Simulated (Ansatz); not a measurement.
Cells marked so need not be the phases stable at ambient conditions, and some may be hypothetical.

The gap is the functional's own, uncorrected, and κ follows it; spin-orbit coupling is left out. Mid-gap values are interpolated between the computed energies.

A. GaP (R-3m, not sure to be the ambient phase, 4 atoms a cell, 21.0 Å³ an atom, -2 GPa at this level), along the normal of (100)
B. HfNCl (R-3m, not sure to be the ambient phase, 6 atoms a cell, 17.0 Å³ an atom), along the normal of (110)
C. MgH₂ (P4_2/mnm, rutile, 6 atoms a cell, 10.0 Å³ an atom), along the normal of (100)
D. HfIN (R-3m, not sure to be the ambient phase, 6 atoms a cell, 20.4 Å³ an atom), along the normal of (110)

Q: Order them by mid-gap decay constant of the slowest evanescent state (highest first) at the level Ansatz (a quantum-chemistry and plane-wave program) with r2SCAN.

A: B (0.39 1/Å), C (0.35 1/Å), D (0.18 1/Å), A (0.10 1/Å)
